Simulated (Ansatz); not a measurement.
A computed series for hypothetical Fm-3m WTe2: element substitutions

The parent structure is WTe2 (space group Fm-3m, No. 225; a = 6.6609 Å; a hypothetical phase, not in the database extracts checked).

Each row replaces one element on all its sites; cell and atoms are relaxed.

All numbers come from Ansatz (a program for electronic structure) PBE, scalar-relativistic without spin-orbit coupling, earlier PAW set.

```
change      density  shortest interatomic distance
-------  ----------  -----------------------------
base     9.87 g/cm³                        2.884 Å
Te → Si  7.80 g/cm³                        2.551 Å
W → Mo   7.90 g/cm³                        2.883 Å
W → Pb          ___                            ___
Te → Sn  9.68 g/cm³                        2.863 Å
```

Q: Complete the table.

A: 
- W → Pb, density: 6.92 g/cm³
- W → Pb, shortest interatomic distance: 3.302 Å

Whether these cells are dynamically stable was not tested. As relaxed here, WSi2, MoTe2, PbTe2 and Sn2W are hypothetical phases, not in the database extracts checked. The final runs are not spin-polarised. WSi2, WTe2, MoTe2 and Sn2W have a high density of states at the Fermi level and may be magnetic at this level.
